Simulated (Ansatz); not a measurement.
Ansatz (a program for electronic structure) is run on ScPt₃ (Pm-3m, 4 atoms in the cell), and the run fails. The aim is a self-consistent single point with DFT, r2SCAN, plane waves, default PAW files made with PBE.

Cell that was meant: a = 3.9842 Å, b = 3.9842 Å, c = 3.9842 Å, α = 90.00°, β = 90.00°, γ = 90.00°.

Part of the input:

Ansatz 0.2 input:
```yaml
    kind: paw
scf:
  occupations:
    method: fixed
output:
  forces: true
  eigenvalues: true
```

Log, with long lists cut:

```
Error: inconsistent input (scf.occupations.method, magnetization): a σ = 0 step fill (method: fixed, or a smearing width below the step floor) cannot realise an odd electron count (65) without a locked total moment — the per-k integer fill puts the same N_el/2 bands in each spin channel; set magnetization.spin_polarized: true with magnetization.spin_locking.lock_magnetization: hard and an odd magnetization.initial_magnetization (the unpaired electron then fills one channel), or use a smearing method with a finite width, such as fermi_dirac
```

Problem. Read the log: what does the program object to, and what is the fix?

Solution. The fault is an odd electron count with paired, fixed occupations; here the program stops on it instead of giving results. To fix it, use a smearing, or two spin channels. The program stopped before any SCF iteration.

An input that runs soundly differs in these lines (not the only fix; some lines may just follow from the change or write a value another way):
```diff
-    method: fixed
+    method: methfessel_paxton
+    width: 0.1 eV
```

With that input, the run converged in 7 iterations: free energy E − TS (on the zero of these files) -39755.4605 eV; Fermi level (on the code's own zero) 20.09 eV; pressure -1.07 GPa (DFT, r2SCAN, plane waves, default PAW files made with PBE).

On the sound input: the starting cell comes from a database of computed structures (which also holds hypothetical and non-ambient phases and stackings), without a prior relaxation at this level. Spin polarisation is off. Ansatz's pressure includes its estimate of the finite-basis (Pulay) stress.
